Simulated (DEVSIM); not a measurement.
System: Au/La2O3/p-Si capacitor, at 250 K.

Layer 1 from the left is La2O3, thickness (nm) 6.00. Layer 2 from the left is Si, thickness (nm) 18000, Na (cm⁻³) 1e15.

Metal gate on the left, work function 5.1 eV. Fixed charge at the semiconductor interface 0 cm⁻² (in units of +e); no interface traps.

The device is made up for the run: typed textbook-type constants, with dimensions and the other settings drawn at random. Values at 300 K; Nc and Nv go as T^1.5, mobilities as T to minus their exponent, the gap by Varshni's rule with the affinity fixed.

La2O3: gap (eV) 5.8, affinity (eV) 1.8, permittivity 27. Si: gap (eV) 1.124, affinity (eV) 4.05, permittivity 11.7, Nc (cm⁻³) 2.86e19, Nv (cm⁻³) 3.1e19, Varshni α (eV/K) 0.000473, Varshni β (K) 636.

Model (solved in DEVSIM): 1D Poisson equation in equilibrium, Boltzmann statistics, complete ionisation; no quantum confinement or tunnelling. Metal contacts follow the ideal Schottky-Mott rule: no Fermi-level pinning, no interface dipoles.

**Question.** What does the simulation give for the minimum of the low-frequency capacitance, the threshold voltage (band bending 2φF), the flat-band voltage?

**Answer.** minimum of the low-frequency capacitance 0.0123 μF/cm²; threshold voltage (band bending 2φF) 0.84 V; flat-band voltage 0.13 V.
